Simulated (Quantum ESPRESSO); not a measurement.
A self-consistent single point of MoRh (P-6m2, 2 atoms in the cell) with Quantum ESPRESSO.

Method of the run: PBEsol, PseudoDojo standard norm-conserving (PBESOL) pseudopotentials (plane waves; Quantum ESPRESSO 7.5).

```xyz
2
Lattice="2.7954 0.0000 0.0000 -1.3977 2.4209 0.0000 0.0000 0.0000 4.4374" Properties=species:S:1:pos:R:3 pbc="T T T"
Mo     0.0000     0.0000     2.2187
Rh     0.0000     1.6139     0.0000
```

Reference input (self-consistent single point, DFT, PBEsol, plane waves, PseudoDojo standard norm-conserving (PBESOL) pseudopotentials): ecutwfc = 90 Ry; occupations = smearing; smearing = fd; degauss = 0.0099958 Ry; potentials = {Mo: Mo.upf, Rh: Rh.upf}; K_POINTS = automatic 11 11 6 0 0 0; conv_thr = 1e-11 Ry; mixing_beta = 0.4. This run's input differs from it in these lines:

```diff
@@ -31,3 +31,3 @@
 K_POINTS {automatic}
-11 11 6  0 0 0
+21 21 12  0 0 0
```

Output (repeated stretches shortened):

```
     Self-consistent Calculation

     iteration #  1     ecut=    90.00 Ry     beta= 0.40

---- Real-time Memory Report at c_bands before calling an iterative solver
           357 MiB given to the printing process from OS
           326 MiB allocation reported by mallinfo(arena+hblkhd)
------------------

     Threshold (ethr) on eigenvalues was too large:
     Diagonalizing with lowered threshold

---- Real-time Memory Report at c_bands before calling an iterative solver
           362 MiB given to the printing process from OS
           328 MiB allocation reported by mallinfo(arena+hblkhd)
------------------

   [... lines left out ...]

---- Real-time Memory Report at c_bands before calling an iterative solver
           366 MiB given to the printing process from OS
           340 MiB allocation reported by mallinfo(arena+hblkhd)
------------------

     total energy              =    -375.00118468 Ry
     estimated scf accuracy    <          7.1E-10 Ry

     iteration # 11     ecut=    90.00 Ry     beta= 0.40

---- Real-time Memory Report at c_bands before calling an iterative solver
           366 MiB given to the printing process from OS
           340 MiB allocation reported by mallinfo(arena+hblkhd)
------------------
     End of self-consistent calculation

     the Fermi energy is    21.1080 ev

!    total energy              =    -375.00118468 Ry
     estimated scf accuracy    <          6.8E-12 Ry
     smearing contrib. (-TS)   =      -0.00855458 Ry
     internal energy E=F+TS    =    -374.99263010 Ry

     convergence has been achieved in  11 iterations

     Forces acting on atoms (cartesian axes, Ry/au):

     atom    1 type  1   force =     0.00000000    0.00000000    0.00000000
     atom    2 type  2   force =     0.00000000   -0.00000000    0.00000000

     Total force =     0.000000     Total SCF correction =     0.000000

          total   stress  (Ry/bohr**3)                   (kbar)     P=     -118.46
  -0.00084259  -0.00000000   0.00000000         -123.95       -0.00        0.00
  -0.00000000  -0.00084259   0.00000000           -0.00     -123.95        0.00
   0.00000000   0.00000000  -0.00073059            0.00        0.00     -107.47

   JOB DONE.
```

The run converged in 11 iterations. Against the reference run the free energy goes up by 2.7 meV/atom and the pressure hardly changes (-11.91 to -11.85 GPa).

The starting cell comes from a database of computed structures (which also holds hypothetical and non-ambient phases and stackings), without a prior relaxation at this level. Spin polarisation is off. With a pressure of about -12 GPa the cell is away from its equilibrium volume at this level.

Cost on one core of a shared machine: roughly 3 min.
